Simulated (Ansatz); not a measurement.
# Pressure series in VO2

Base system: VO₂ in the rutile structure (space group P4_2/mnm, No. 136; ferromagnetic).

```xyz
6
Lattice="4.5836 0.0000 0.0000 0.0000 4.5836 0.0000 0.0000 0.0000 2.8386" Properties=species:S:1:pos:R:3 pbc="T T T"
V      0.0000     0.0000     0.0000
V      2.2918     2.2918     1.4193
O      1.3752     1.3752     0.0000
O      3.6670     0.9166     1.4193
O      0.9166     3.6670     1.4193
O      3.2084     3.2084     0.0000
```

Cell and atoms are relaxed at each pressure.

Level of theory: PBE in Ansatz (plane waves to 420 eV, PAW, spin-orbit coupling left out).

```json
[
 {"change": "base", "magnetic state": "ferromagnetic", "lattice parameter a": "4.584 Å"},
 {"change": "pressure −1 GPa", "magnetic state": "ferromagnetic", "lattice parameter a": "…"},
 {"change": "pressure 3 GPa", "magnetic state": "ferromagnetic", "lattice parameter a": "4.562 Å"},
 {"change": "pressure 7 GPa", "magnetic state": "ferromagnetic", "lattice parameter a": "4.536 Å"},
 {"change": "pressure 15 GPa", "magnetic state": "ferromagnetic", "lattice parameter a": "4.491 Å"},
 {"change": "pressure 30 GPa", "magnetic state": "ferromagnetic", "lattice parameter a": "4.423 Å"},
 {"change": "pressure 50 GPa", "magnetic state": "ferromagnetic", "lattice parameter a": "4.357 Å"},
 {"change": "pressure 75 GPa", "magnetic state": "weakly magnetic (sensitive to the mesh)", "lattice parameter a": "4.317 Å"},
 {"change": "pressure 100 GPa", "magnetic state": "non-magnetic", "lattice parameter a": "4.262 Å"}
]
```

Question: Fill in the withheld entries from the trend.

Answer: 
- pressure −1 GPa, lattice parameter a: 4.591 Å

The magnetic state is the one reached from the starting moments; the real material's order can differ, and small cells can't hold many antiferromagnetic ones. Load acts through the strain it causes; cell and atoms are relaxed under it. No phonon test of stability was made. No other phases were tried under pressure. Seeded moments were not kept for pressure 100 GPa. No Hubbard U is applied, and correlation can decide whether such a compound is a metal.

Ansatz is a first-principles code.
